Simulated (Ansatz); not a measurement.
Take ZnO in the wurtzite structure (space group P6_3mc, No. 186; a = 3.230 Å, c = 5.215 Å) as the base. Axes: x lies along a and z along c of the hexagonal cell.

It is then changed as follows: uniaxial stress, 8 GPa compression along x; all other stress components relax to zero.

Levels (all Ansatz, a first-principles code, PAW): PBEsol (420 eV, no SOC); PBEsol+SOC (420 eV, spin-orbit coupling included).

The geometry is relaxed with PBEsol.

```
Property                                      Value
----------------------------  ---------------------
PBEsol valence-band top at Γ  0.00, -0.22, -0.25 eV
PBEsol gap character                    direct at Γ
PBEsol band gap                             0.56 eV
```

Problem. What does PBEsol+SOC give at this geometry for the valence-band top at Γ, gap character and band gap?

Solution. The valence-band top at Γ (three highest Kramers pairs, from the VBM) goes from 0.00, -0.22, -0.25 eV to 0.00, -0.22, -0.26 eV; the gap character is still direct at Γ; the band gap remains 0.56 eV.

Single points use the geometry relaxed with PBEsol. Differences between runs with and without spin-orbit coupling are approximate. Load acts through the strain it causes; cell and atoms are relaxed under it. Beyond what the load breaks, stability against distortions was not tested. k-point labels follow each cell's own Brillouin zone.
